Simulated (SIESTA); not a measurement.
Band structure of V6FeNi (Pm-3, 8 atoms in the cell).

```
V6FeNi
1.0
    4.62972     0.00000     0.00000
    0.00000     4.62972     0.00000
    0.00000     0.00000     4.62972
V Fe Ni
6 1 1
Direct
  0.00000   0.50000   0.74791
  0.00000   0.50000   0.25209
  0.74791   0.00000   0.50000
  0.25209   0.00000   0.50000
  0.50000   0.74791   0.00000
  0.50000   0.25209   0.00000
  0.50000   0.50000   0.50000
  0.00000   0.00000   0.00000
```

Method of the run: GGA PBEsol, numerical atomic orbitals DZP, PseudoDojo PBEsol standard norm-conserving potentials (rewritten from UPF to PSML) (SIESTA).

Settings: XC.functional = GGA; XC.authors = PBEsol; potentials = PseudoDojo PBEsol standard; PAO.BasisSize = DZP; PAO.EnergyShift = 0.01 Ry; MeshCutoff = 300 Ry; kgrid.MonkhorstPack = 5 5 5; OccupationFunction = FD; ElectronicTemperature = 1160.45 K; MaxSCFIterations = 150; SCF.Mixer.Method = Broyden; SCF.Mixer.Weight = 0.1; SCF.Mixer.History = 6; SCF.DM.Tolerance = 1.0E-05.

The starting cell comes from a database of computed structures (which also holds hypothetical and non-ambient phases and stackings), without a prior relaxation at this level. Spin polarisation is off. Values carry the incompleteness of an atom-centred basis.

Levels in eV from the Fermi level, bands 53 to 58:
| point | 53 | 54 | 55 | 56 | 57 | 58 |
|---|---|---|---|---|---|---|
| Γ | -1.10 | -1.10 | -1.10 | -0.86 | -0.86 | 0.48 |
| X | -0.32 | -0.30 | -0.26 | -0.20 | -0.07 | 0.07 |
| M | -0.90 | -0.22 | -0.12 | 0.20 | 0.31 | 0.38 |
| R | -0.73 | -0.51 | -0.51 | -0.51 | 0.67 | 0.67 |

Bands cross the Fermi level along this path, so the cell is metallic at this level.

Higher empty bands are left out: an atom-centred basis made for the valence describes them poorly.
